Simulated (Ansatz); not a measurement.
**AlN: response to strain**

Take AlN in the rock salt structure (space group Fm-3m, No. 225; a = 4.0452 Å; a cell from a computed database, its experimental status unchecked) as the base. Axes: x, y, z lie along the cube axes.

Strains are applied to the cell and any free atomic positions relax; under biaxial strain the out-of-plane vector relaxes too.

Levels (all Ansatz, a program for electronic structure, PAW): PBEsol (420 eV, no spin-orbit coupling); r2SCAN (500 eV, spin-orbit coupling left out); HSE06 (420 eV, spin-orbit coupling left out).

Band gaps by level, all at the geometries relaxed with PBEsol:

```json
[
 {"case": "base", "PBEsol": "4.55 eV", "r2SCAN": "5.47 eV", "HSE06": "6.02 eV"},
 {"case": "biaxial strain −4.14 %, plane normal [001], relaxed out of plane", "PBEsol": "4.56 eV", "r2SCAN": "5.45 eV", "HSE06": "5.93 eV"},
 {"case": "isotropic strain −1.17 %", "PBEsol": "4.89 eV", "r2SCAN": "5.83 eV", "HSE06": "6.40 eV"},
 {"case": "uniaxial strain ε_yy = +5.02 %", "PBEsol": "3.76 eV", "r2SCAN": "(withheld)", "HSE06": "5.14 eV"},
 {"case": "tensor shear ε_yz = −2.97 %", "PBEsol": "3.40 eV", "r2SCAN": "4.25 eV", "HSE06": "4.82 eV"},
 {"case": "tensor shear ε_xy = −2.89 %", "PBEsol": "3.44 eV", "r2SCAN": "(withheld)", "HSE06": "(withheld)"},
 {"case": "tensor shear ε_yz = +0.74 %", "PBEsol": "4.36 eV", "r2SCAN": "5.26 eV", "HSE06": "5.82 eV"}
]
```

Complete the table.


- uniaxial strain ε_yy = +5.02 %, r2SCAN: 4.65 eV
- tensor shear ε_xy = −2.89 %, r2SCAN: 4.29 eV
- tensor shear ε_xy = −2.89 %, HSE06: 4.86 eV

Single points use the geometry relaxed with PBEsol. HSE06 was sampled on its mesh, a few special points and the semilocal edge points, so its gap is an upper bound. Stability against distortions was not tested. This is not the structure that AlN has at room temperature and ambient pressure.
